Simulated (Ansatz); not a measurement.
**Ti3AlC: pressure series**

Take Ti3AlC in the anti-perovskite structure (space group Pm-3m, No. 221; a cell from a computed database, its experimental status unchecked) as the base.

```cif
data_CAlTi3
_chemical_formula_sum 'Ti3 Al1 C1'
_space_group_name_H-M_alt 'P 1'
_space_group_IT_number 1
_cell_length_a 4.14068
_cell_length_b 4.14068
_cell_length_c 4.14068
_cell_angle_alpha 90.000
_cell_angle_beta 90.000
_cell_angle_gamma 90.000
loop_
_space_group_symop_operation_xyz
  'x, y, z'
loop_
_atom_site_label
_atom_site_type_symbol
_atom_site_fract_x
_atom_site_fract_y
_atom_site_fract_z
_atom_site_occupancy
Ti1 Ti 0.50000 0.50000 0.00000 1
Ti2 Ti 0.00000 0.50000 0.50000 1
Ti3 Ti 0.50000 0.00000 0.50000 1
Al1 Al 0.00000 0.00000 0.00000 1
C1 C 0.50000 0.50000 0.50000 1
```

Cell and atoms are relaxed at each pressure.

Level of theory: PBEsol/PAW in Ansatz (a first-principles code), spin-orbit coupling left out.

```
P (GPa)  V (Å³/atom)
-------  -----------
-2.00         14.378
-1.00         14.286
0.30          14.172
0.70          14.138
1.50          14.071
2.99          13.949
4.98          13.794
7.48          13.611
9.98          13.440
```

A third-order Birch–Murnaghan fit to these points gives V₀ = 14.20 Å³/atom, B₀ = 163 GPa and B₀′ = 4.0. At pressure 10 GPa the volume is 94.7 % of V₀.

Load acts through the strain it causes; cell and atoms are relaxed under it. No phonon test of stability was made. Competing high-pressure phases were not computed. All final runs are without spin polarisation. An odd electron count without spin: Ti3AlC.
